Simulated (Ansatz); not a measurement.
Results of LDA (Ansatz, a quantum-chemistry and plane-wave program, PAW) for SnS₂ (model structure, started from the HfO2 type, Pbcn, No. 60, 12 atoms in the cell).

Run with plane-wave cutoff 520 eV, 6×6×6 k mesh, Fermi–Dirac smearing 0.01 eV, scalar-relativistic PAW data made under PBE.

Cell (relaxed with PBEsol):

Space group Pbcn (No. 60); a = 5.858 Å, b = 7.158 Å, c = 6.333 Å, α = 90.00°, β = 90.00°, γ = 90.00°

```csv
atom,site,symmetry,x,y,z
Sn,4c,.2.,0.0000,0.3477,0.2500
S,8d,1,0.2460,0.0941,0.0660
```

Q: Give the computed band gap, smallest direct gap on the k points sampled and direct gap at Γ.

A: 
* **band gap**: 0.01 eV (under three smearing widths, so not firm)
* **smallest direct gap on the k points sampled**: 0.03 eV
* **direct gap at Γ**: 0.06 eV

Note: the relaxation could raise the start's symmetry but not lower it, so the cell can be a saddle point; cell and atoms aren't relaxed at this level (pressure -1.7 GPa).

Spin–orbit coupling is not included; it can close the smallest gap of 0.01 eV.

Computed values are for the static lattice.

The result took about 100 core-seconds (a rough figure).

A model structure was made by putting elements into a prototype or built by hand; it is no filed structure, need not be a known phase, and can be a saddle point held by its symmetry.
